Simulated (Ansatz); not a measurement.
## GaSb under a change: uniaxial strain ε_xx = −0.76 %

The parent structure is GaSb in the zinc blende structure (space group F-43m, No. 216; a = 6.134 Å). Axes: x, y, z lie along the cube axes.

Perturbation: uniaxial strain ε_xx = −0.76 %, all other strain components held at zero; the atoms relax in the strained cell.

The values are results of DFT with r2SCAN, PAW potentials and a 500 eV plane-wave cutoff in Ansatz (a quantum-chemistry and plane-wave program), no spin-orbit coupling, earlier PAW set, not measurements. Γ-centred 13×13×13 mesh, Fermi–Dirac width 0.05 eV.

| quantity | base | changed | shift |
|---|---|---|---|
| volume per atom | 28.84 Å³ | 28.62 Å³ | -0.22 Å³ |
| space group | F-43m (No. 216) | I-4m2 (No. 119) | – |
| shortest interatomic distance | 2.656 Å | 2.649 Å | -0.007 Å |
| energy relative to the base (free energy F) | 0 meV/atom | +0.4 meV/atom | +0.4 meV/atom |
| pressure (mean of the normal stresses, compression positive) | 0.00 GPa | 0.41 GPa | +0.41 GPa |
| band gap | 0.41 eV | 0.44 eV | +0.03 eV |
| gap character | direct at Γ | direct at Γ | – |
| electron mass | 0.023 mₑ (at Γ) | 0.025 mₑ along x, 0.027 mₑ across (at Γ) | – |
| valence-band top at Γ (three highest levels, from the VBM) | 0.00, 0.00, 0.00 eV | 0.00, -0.05, -0.05 eV | – |
| stress (xx, yy, zz, yz, xz, xy; compression positive) | – | (0.66, 0.29, 0.29, 0.00, 0.00, 0.00) GPa | – |

Spin-orbit coupling, missing from the scalar runs, can matter with Sb. Effective masses come from finite differences of ±0.01 Å⁻¹. Stability against distortions was not tested. k-point labels follow each cell's own Brillouin zone.
